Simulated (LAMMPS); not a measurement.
LAMMPS input (classical MD, pair style eam, the elements' _smf7.eam files (smf7)):

```
units metal
atom_style atomic
atom_modify map array
boundary p p p
read_data cell.data
replicate 10 10 10
pair_style eam
pair_coeff 1 1 Cu_smf7.eam
pair_coeff 2 2 Ni_smf7.eam
mass 1 63.5460
mass 2 58.6934
neighbor 1.5 bin
neigh_modify every 1 delay 0 check yes one 6000 page 200000
timestep 0.002
compute xu all property/atom xu yu zu
thermo_style custom step temp pe etotal enthalpy press vol lx ly lz
thermo_modify norm no flush no
thermo 1000
fix br all box/relax aniso 0 vmax 0.001
min_style cg
minimize 0 0.0001 3000 15000
unfix br
velocity all create 864 16638726 dist gaussian mom yes
fix md0 all npt temp 864 2764.8 0.1 iso 30000 30000 1.0 drag 2.0
run 1500
unfix md0
fix md0 all npt temp 2764.8 2764.8 0.1 iso 30000 30000 1.0 drag 2.0
run 1000
unfix md0
fix md0 all npt temp 2764.8 2764.8 0.1 iso 30000 30000 1.0
run 3000
unfix md0
fix md0 all nvt temp 2764.8 2160 0.1
run 2000
unfix md0
fix md0 all npt temp 2160 2160 0.1 iso 0 0 1.0 drag 1.0
run 5000
unfix md0
fix md0 all npt temp 2160 2160 0.1 iso 0 0 1.0
run 15000
unfix md0
change_box all x final 0 37.51184 y final 0 37.51184 z final 0 37.51184 remap units box
fix md0 all nvt temp 2160 2160 0.1
run 1500
unfix md0
fix vis all ave/time 2 1 2 c_thermo_press[*] file press.txt
fix md0 all nvt temp 2160 2160 1.0
run 30000
unfix md0
unfix vis
fix md0 all nve
run 4000
unfix md0
```

cell.data:

```
Ni4

4 atoms
2 atom types

0 3.520000 xlo xhi
0 3.520000 ylo yhi
0 3.520000 zlo zhi

Masses

1 63.5460 # Cu
2 58.6934 # Ni

Atoms # atomic

1 2 0.000000 0.000000 0.000000
2 2 0.000000 1.760000 1.760000
3 2 1.760000 0.000000 1.760000
4 2 1.760000 1.760000 0.000000
```

End of the log (thermodynamic rows thinned):

```
# run of 30000 steps: all nvt temp 2160 2160 1.0
   Step         temp           pe       etotal        press          vol           lx           ly           lz
  29051      2150.19     -15582.2     -14470.8     -742.015      52784.3      37.5118      37.5118      37.5118
  30251      2209.04     -15560.9       -14419      3203.37      52784.3      37.5118      37.5118      37.5118
  31451      2151.52     -15575.5     -14463.4      426.852      52784.3      37.5118      37.5118      37.5118
  32651      2187.53       -15582     -14451.2     -154.127      52784.3      37.5118      37.5118      37.5118
  33851      2138.48     -15560.5     -14455.1      1718.51      52784.3      37.5118      37.5118      37.5118
  35051      2144.68       -15579     -14470.4     -801.515      52784.3      37.5118      37.5118      37.5118
  36251      2140.91     -15555.8     -14449.1      1886.01      52784.3      37.5118      37.5118      37.5118
  37451      2135.05     -15590.8     -14487.1     -1034.98      52784.3      37.5118      37.5118      37.5118
  38651      2167.15       -15571     -14450.8      415.021      52784.3      37.5118      37.5118      37.5118
  39851      2111.69     -15591.6     -14500.1     -2102.12      52784.3      37.5118      37.5118      37.5118
  41051      2185.14     -15577.8     -14448.2      1440.03      52784.3      37.5118      37.5118      37.5118
  42251      2154.15     -15584.8     -14471.3     -81.8558      52784.3      37.5118      37.5118      37.5118
  43451      2111.67     -15589.9     -14498.3     -1524.13      52784.3      37.5118      37.5118      37.5118
  44651      2179.67     -15568.2     -14441.5      1772.49      52784.3      37.5118      37.5118      37.5118
  45851      2165.62     -15607.3     -14487.9     -3799.61      52784.3      37.5118      37.5118      37.5118
  47051      2190.73     -15568.6     -14436.2      1446.74      52784.3      37.5118      37.5118      37.5118
  48251      2166.03     -15588.4     -14468.8     -1085.43      52784.3      37.5118      37.5118      37.5118
  49451      2168.84     -15566.9     -14445.8      1189.73      52784.3      37.5118      37.5118      37.5118
  50651      2162.77       -15568       -14450      1126.72      52784.3      37.5118      37.5118      37.5118
  51851      2165.33     -15583.4     -14464.1     -623.782      52784.3      37.5118      37.5118      37.5118
  53051      2212.53       -15560     -14416.3      3531.31      52784.3      37.5118      37.5118      37.5118
  54251      2142.36     -15570.1     -14462.7      212.508      52784.3      37.5118      37.5118      37.5118
  55451      2166.72     -15566.1     -14446.1      1374.01      52784.3      37.5118      37.5118      37.5118
  56651      2159.57     -15569.8     -14453.5      559.755      52784.3      37.5118      37.5118      37.5118
  57851         2156     -15584.4     -14469.9      -467.76      52784.3      37.5118      37.5118      37.5118
# run of 4000 steps: all nve
   Step         temp           pe       etotal        press          vol           lx           ly           lz
  59003      2185.13     -15560.6     -14431.1      2349.57      52784.3      37.5118      37.5118      37.5118
  59163      2155.19     -15545.1     -14431.1      2150.72      52784.3      37.5118      37.5118      37.5118
  59323      2186.99     -15561.6     -14431.2      2445.74      52784.3      37.5118      37.5118      37.5118
  59483      2181.36     -15558.7     -14431.2      1155.21      52784.3      37.5118      37.5118      37.5118
  59643      2215.43     -15576.4     -14431.2      198.751      52784.3      37.5118      37.5118      37.5118
  59803      2170.65     -15553.2     -14431.1       3262.3      52784.3      37.5118      37.5118      37.5118
  59963      2218.43     -15577.9     -14431.1      588.854      52784.3      37.5118      37.5118      37.5118
  60123      2206.61     -15571.8     -14431.2      608.213      52784.3      37.5118      37.5118      37.5118
  60283      2195.58     -15566.1     -14431.2      1110.31      52784.3      37.5118      37.5118      37.5118
  60443      2188.86     -15562.6     -14431.2         3599      52784.3      37.5118      37.5118      37.5118
  60603      2154.74       -15545     -14431.2      3520.65      52784.3      37.5118      37.5118      37.5118
  60763      2179.71     -15557.9     -14431.2      2317.64      52784.3      37.5118      37.5118      37.5118
  60923      2190.63     -15563.6     -14431.2      914.692      52784.3      37.5118      37.5118      37.5118
  61083      2197.92     -15567.4     -14431.2      1007.58      52784.3      37.5118      37.5118      37.5118
  61243      2185.44     -15560.9     -14431.2      1691.46      52784.3      37.5118      37.5118      37.5118
  61403      2143.42     -15539.1     -14431.2      4531.54      52784.3      37.5118      37.5118      37.5118
  61563      2196.48     -15566.6     -14431.2      2082.94      52784.3      37.5118      37.5118      37.5118
  61723      2188.08     -15562.2     -14431.2      2234.79      52784.3      37.5118      37.5118      37.5118
  61883      2211.45     -15574.3     -14431.2      344.675      52784.3      37.5118      37.5118      37.5118
  62043      2186.33     -15561.4     -14431.2      2349.66      52784.3      37.5118      37.5118      37.5118
  62203      2178.28     -15557.2     -14431.2      3291.83      52784.3      37.5118      37.5118      37.5118
  62363      2181.67     -15558.9     -14431.2      2860.16      52784.3      37.5118      37.5118      37.5118
  62523      2164.71     -15550.1     -14431.1      3632.36      52784.3      37.5118      37.5118      37.5118
  62683      2206.02     -15571.5     -14431.2      781.118      52784.3      37.5118      37.5118      37.5118
  62843      2196.84     -15566.7     -14431.2      1079.72      52784.3      37.5118      37.5118      37.5118
```

| Quantity | Result |
|---|---|
| state found | liquid |
| density | 7.3867 ± 0.0009 g/cm³ |
| volume per atom | 13.194 ± 0.002 Å³ |
| enthalpy per atom | -3.6151 ± 0.0002 eV |
| first peak of g(r) | 2.44 Å, height 2.6 |
| coordination number | 12.8 (counted to 3.46 Å) |
